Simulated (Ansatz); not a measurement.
**What biaxial strain +2.93 %, plane normal [111], relaxed out of plane does to CoSi2**

The reference is CoSi2 (space group Fm-3m, No. 225; a = 5.315 Å; not spin-polarised; relaxed with 0.1 eV smearing). Axes: x, y, z lie along the cube axes.

The change: tensile biaxial strain of 2.93 % in the plane normal to [111], as in epitaxy on a mismatched substrate; the out-of-plane cell vector and the atoms relax.

Level of theory: Ansatz (an electronic-structure program) r2SCAN, without spin-orbit coupling. k-mesh 19×19×19 (Γ-centred); smearing 0.1 eV (Fermi–Dirac).

| quantity | base | changed | shift |
|---|---|---|---|
| volume per atom | 12.52 Å³ | 13.00 Å³ | +0.48 Å³ |
| space group | Fm-3m (No. 225) | R-3m (No. 166) | – |
| shortest interatomic distance | 2.302 Å | 2.300 Å | -0.0012 Å |
| energy relative to the base (free energy F) | 0 meV/atom | +24 meV/atom | +24 meV/atom |
| pressure (mean of the normal stresses, compression positive) | 0.0 GPa | -6.7 GPa | -6.7 GPa |
| band gap | zero | zero | – |
| out-of-plane strain | – | -1.96 % | – |
| ratio −ε⊥/ε∥ | – | 0.67 | – |

Final structure (turned so that z lies along the plane normal):

```yaml
crystal:
  lattice:
    - [3.86875, 0.00000, 0.00000]
    - [1.93438, 3.35044, 0.00000]
    - [1.93438, -1.11681, 3.00883]
  atoms:
    - { symbol: Co, position: [0.00000, 0.00000, 0.00000] }
    - { symbol: Si, position: [0.49028, 0.25486, 0.76458] }
    - { symbol: Si, position: [0.50972, 0.74514, 0.23542] }
```

Stability against distortions was not tested. Seeded moments were not kept for the base. All final runs are without spin polarisation. An odd electron count without spin: CoSi2.
